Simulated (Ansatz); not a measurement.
Ansatz (a quantum-chemistry and plane-wave program) run on Cu (Fm-3m, 1 atom in the cell): self-consistent single point.

Level of theory: PBE, harder PAW files (source: ansatz) (plane waves; Ansatz).

```
Cu
1.0
    0.00000     1.81042     1.81042
    1.81042     0.00000     1.81042
    1.81042     1.81042     0.00000
Cu
1
Direct
  0.00000   0.00000   0.00000
```

Reference input (self-consistent single point, DFT, PBE, plane waves, default PAW files): basis.ecutwfc = 420 eV; kpoints.mp_grid.grid = 16 16 16; hamiltonian.xc = pbe; hamiltonian.pseudopotentials = {kind: paw} (the program's default PAW files); scf.occupations.method = gaussian; scf.occupations.width = 0.1 eV. This run's input differs from it in these lines:

Ansatz 0.2 input:
```diff
@@ -8,3 +8,3 @@
 basis:
-  ecutwfc: 420.0
+  ecutwfc: 1400.0
 kpoints:
@@ -16,2 +16,3 @@
     kind: paw
+    source: ansatz
 scf:
```

The program printed (abridged):

```
SCF iter   1: F=—  HF=-6626.008465 eV  |F-HF|=—  |Δ(HF+E_count)|=         —  Δρ=2.23e-1  dr2=4.20e0  ethr=3.10e-3  ⟨swp⟩=5.2  Hψ=11485  notcnv=0
all-band conjugate gradients solve this SCF's bands
preconditioner: auto → none
SCF iter   2: F=—  HF=-6625.228864 eV  |F-HF|=—  |Δ(HF+E_count)|=   7.80e-1  Δρ=6.62e-2  dr2=4.40e-1  ethr=3.10e-3  ⟨swp⟩=3.8  Hψ=5303  notcnv=0  defer=50
SCF iter   3: F=—  HF=-6625.138271 eV  |F-HF|=—  |Δ(HF+E_count)|=   9.06e-2  Δρ=1.40e-2  dr2=2.01e-2  ethr=2.32e-3  ⟨swp⟩=2.0  Hψ=3162  notcnv=0  defer=50
SCF iter   4: F=—  HF=-6625.134612 eV  |F-HF|=—  |Δ(HF+E_count)|=   3.66e-3  Δρ=7.44e-4  dr2=1.70e-5  ethr=1.06e-4  ⟨swp⟩=2.3  Hψ=3005  notcnv=0  defer=54
SCF iter   5: F=—  HF=-6625.134630 eV  |F-HF|=—  |Δ(HF+E_count)|=   1.83e-5  Δρ=6.61e-5  dr2=4.28e-7  ethr=8.93e-8  ⟨swp⟩=2.0  Hψ=2651  notcnv=0  defer=54
SCF iter   6: F=-6625.134630 eV  HF=-6625.134630 eV  |F-HF|=4.21e-10  |Δ(HF+E_count)|=   8.40e-8  Δρ=4.21e-6  dr2=1.37e-9  ethr=5.26e-10  ⟨swp⟩=6.9  Hψ=9665  notcnv=0
SCF 1 converged in 6 iterations: F = -6625.134630 eV  dr2 = 1.37e-9
Free energy (F): -6625.134630 eV
Internal energy: -6625.133037 eV  (E = F + TS)
E sigma→0 (E₀):  -6625.133834 eV
Entropy (-TS):   -0.001593 eV (-1.593 meV/atom)
Fermi energy:    16.997305 eV
--- Forces (eV/Å), atoms counted from 1 ---
  atom   1  Cu     0.00000000     0.00000000     0.00000000
--- Stress (GPa, compression-positive) ---
        1.118562      -0.000000       0.000000
        0.000000       1.118562      -0.000000
       -0.000000       0.000000       1.118562
  P = ⅓ Tr σ = 1.1186 GPa (11.186 kbar)
  The stress holds the Pulay correction. Without it, at fixed plane waves, as pw.x and ABINIT print it: P = 1.1083 GPa
```

The run converged in 6 iterations. Against the reference run the pressure moves little (1.14 to 1.12 GPa).

The starting cell has typed, rounded lattice constants, without a prior relaxation at this level. Its lattice was rescaled by up to half a per cent. Spin polarisation is off. Ansatz's pressure includes its estimate of the finite-basis (Pulay) stress.
